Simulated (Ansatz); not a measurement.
Input for Pb(S,Se,Te) alloy cell Pb8SSe4Te3 (rock salt start):

Ansatz 0.2 input:
```yaml
crystal:
  lattice:
    - [-0.000000005, 6.318643308, 6.318643312]
    - [6.31864331, -0.000000005, 6.318643312]
    - [6.318568965, 6.318568963, 0.000074341]
  atoms:
    - { symbol: Pb, position: [-0.007071193, -0.007071192, 0.021213574] }
    - { symbol: Pb, position: [-0.003980212, -0.003980203, 0.490124145] }
    - { symbol: Pb, position: [-0.017836272, 0.503980205, 0.009875848] }
    - { symbol: Pb, position: [-0.003980213, 0.517836274, 0.490124158] }
    - { symbol: Pb, position: [0.503980206, -0.017836268, 0.009875852] }
    - { symbol: Pb, position: [0.517836275, -0.003980202, 0.490124149] }
    - { symbol: Pb, position: [0.503980218, 0.503980211, 0.009875844] }
    - { symbol: Pb, position: [0.5070712, 0.507071189, 0.478786407] }
    - { symbol: Se, position: [0.250000004, 0.250000001, 0.250000004] }
    - { symbol: Te, position: [0.249999996, 0.249999984, 0.750000002] }
    - { symbol: Se, position: [0.249999997, 0.749999997, 0.249999995] }
    - { symbol: Te, position: [0.249999971, 0.750000026, 0.750000019] }
    - { symbol: Se, position: [0.749999995, 0.249999993, 0.249999997] }
    - { symbol: Te, position: [0.750000023, 0.249999972, 0.750000019] }
    - { symbol: Se, position: [0.750000008, 0.75000001, 0.249999986] }
    - { symbol: S, position: [0.749999998, 0.750000001, 0.75] }
basis:
  ecutwfc: 420
  ecutrho_ratio: 4
  xc_grid: 2
kpoints:
  mp_grid: { grid: [4, 4, 4] }
hamiltonian:
  xc: pbe
  dispersion: none
  pseudopotentials: { kind: paw }
scf:
  n_extra_bands: 18
  occupations: { method: fermi_dirac, width: 0.01 }
output:
  forces: true
  stress: true
  eigenstates:
    kpoints:
      - [0.0, 0.0, 0.0]
      - [-0.15, 0.0, -0.15]
      - [0.0, -0.15, -0.15]
    e_range: [-4.0, 6.0]
    localisation: true
relax:
  f_tol: 0.03
  max_steps: 90
  cell: { stress_tol: 0.15 }
```

The numbers are results of PBE (plane waves to 420 eV, PAW; Ansatz, a quantum-chemistry and plane-wave program), not measurements. Scalar-relativistic, without spin–orbit coupling. Its k-point mesh 4×4×4, Fermi–Dirac width 0.01 eV.

Write the closing report of this run, without the band table and long remarks, to eight decimals at most.


```
SCF converged after 4 iterations
Free energy (F): -138977.273146 eV
Harris-Foulkes:  -138977.273146 eV  (|F-HF|=1.48e-9)
Internal energy: -138977.273146 eV  (E = F + TS)
E sigma→0 (E₀):  -138977.273146 eV
Entropy (-TS):   0.000000 eV (0.000 meV/atom)
Fermi energy:    8.246534 eV
--- Per-component energies (eV) ---
  E_band       = -2845.136915
  E_kinetic    = 3412.562559
  E_local      = -23465.768210  (includes V_loc(G=0)·N_el)
  E_nonlocal   = -485.746787
  E_hartree    = 11232.666529
  E_xc         = -2653.558501
  E_vxc        = -1851.236798  (∫ρ·V_xc dr)
  E_paw        = -105461.587509  (= ΣΔE_a)
  E_vpaw       = -2920.278672  (= ΣTr[D̂ρ^β])
  E_aug_tail   = -0.002541  (compensation charges beyond the density's cutoff)
  E_ewald      = -21555.838687
  E_smearing   = 0.000000  (= −TS)
  E_closure    = 0.000000  (closes the sum)
  Σ components = -138977.273146   (vs F -138977.273146, Δ=0.00e0)
--- Forces (eV/Å), atoms counted from 1 ---
  atom   1  Pb     0.00171885     0.00171885    -0.00171885
  atom   2  Pb    -0.00016920    -0.00016920    -0.00204202
  atom   3  Pb     0.00016920    -0.00204202    -0.00016920
  atom   4  Pb     0.00204202    -0.00016920     0.00016920
  atom   5  Pb    -0.00204202     0.00016920    -0.00016920
  atom   6  Pb    -0.00016920     0.00204202     0.00016920
  atom   7  Pb     0.00016920     0.00016920     0.00204202
  atom   8  Pb    -0.00171885    -0.00171885     0.00171885
  atom   9  Se     0.00000000     0.00000000     0.00000000
  atom  10  Te    0.00000000     0.00000000    0.00000000
  atom  11  Se     0.00000000    0.00000000    0.00000000
  atom  12  Te     0.00000000     0.00000000     0.00000000
  atom  13  Se     0.00000000    0.00000000     0.00000000
  atom  14  Te    0.00000000    0.00000000    0.00000000
  atom  15  Se     0.00000000     0.00000000     0.00000000
  atom  16  S     0.00000000     0.00000000     0.00000000
  max |Σ_I F_I| component: 8.67e-19 eV/Å
--- Stress (GPa, compression-positive) ---
       -0.009255       0.007412      -0.007412
        0.007412      -0.009255      -0.007412
       -0.007412      -0.007412      -0.009255
  P = ⅓ Tr σ = -0.0093 GPa (-0.093 kbar)
--- Relaxed structure (3 steps of the walk, 2 accepted, 1 SCFs on fresh bases) ---
  F+E_penalty+E_count = -138977.27314635 eV   max|allowed force component| = 2.042e-3 eV/Å   (the final SCF, on the basis selected at the relaxed cell)
  cell:  # Å, volume = 506.9748 Å³
    - [0.0, 6.33090763, 6.33090763]
    - [6.33090763, 0.0, 6.33090763]
    - [6.32661882, 6.32661882, 0.00428880]
  atoms:
    - { symbol: Pb, position: [-0.00549373, -0.00549373, 0.01648118] }
    - { symbol: Pb, position: [-0.00340690, -0.00340690, 0.49308300] }
    - { symbol: Pb, position: [-0.01373080, 0.50340690, 0.00691700] }
    - { symbol: Pb, position: [-0.00340690, 0.51373080, 0.49308300] }
    - { symbol: Pb, position: [0.50340690, -0.01373080, 0.00691700] }
    - { symbol: Pb, position: [0.51373080, -0.00340690, 0.49308300] }
    - { symbol: Pb, position: [0.50340690, 0.50340690, 0.00691700] }
    - { symbol: Pb, position: [0.50549373, 0.50549373, 0.48351882] }
    - { symbol: Se, position: [0.25, 0.25000000, 0.25000000] }
    - { symbol: Te, position: [0.25000000, 0.25000000, 0.75] }
    - { symbol: Se, position: [0.25000000, 0.75, 0.25000000] }
    - { symbol: Te, position: [0.25000000, 0.75000000, 0.75000000] }
    - { symbol: Se, position: [0.75, 0.25000000, 0.25] }
    - { symbol: Te, position: [0.75, 0.25000000, 0.75000000] }
    - { symbol: Se, position: [0.75000000, 0.75, 0.25000000] }
    - { symbol: S, position: [0.75000000, 0.75000000, 0.75] }
```

Cost: around 4 core-minutes (rough).
